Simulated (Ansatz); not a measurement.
## Pressure series in BaTiO3

The reference is BaTiO₃ (space group P4mm, No. 99).

```xyz
5
Lattice="3.9851 0.0000 0.0000 0.0000 3.9851 0.0000 0.0000 0.0000 4.2043" Properties=species:S:1:pos:R:3 pbc="T T T"
Ti     1.9926     1.9926     1.9250
Ba     0.0000     0.0000     3.9548
O      1.9926     1.9926     3.7365
O      1.9926     0.0000     1.7211
O      0.0000     1.9926     1.7211
```

Cell and atoms are relaxed at each pressure.

Computed with Ansatz (a first-principles code), PBE, PAW, cutoff 420 eV, no spin-orbit coupling, earlier PAW set.

| pressure (GPa) | volume per atom (Å³/atom) |
|---|---|
| -1 | 13.525 |
| 0 | 13.354 |
| 0.3 | 13.312 |
| 0.7 | 13.252 |
| 1.5 | 13.144 |
| 3 | ? |
| 5 | 12.759 |
| 7.5 | 12.540 |
| 10 | 12.348 |

Task: Fit the third-order Birch–Murnaghan form P(V) = (3B₀/2)[(V₀/V)^(7/3) − (V₀/V)^(5/3)]·[1 + (3/4)(B₀′ − 4)((V₀/V)^(2/3) − 1)] (squares taken in P) to the rows shown and predict the withheld row.

Result: Least squares on the printed values gives V₀ = 13.357 Å³/atom, B₀ = 86.7 GPa, B₀′ = 10.4; this predicts 12.965 Å³/atom, and the run gives 12.966 Å³/atom, in agreement.

Load acts through the strain it causes; cell and atoms are relaxed under it. Whether these cells are dynamically stable was not tested. Competing high-pressure phases were not computed. All final runs are without spin polarisation.
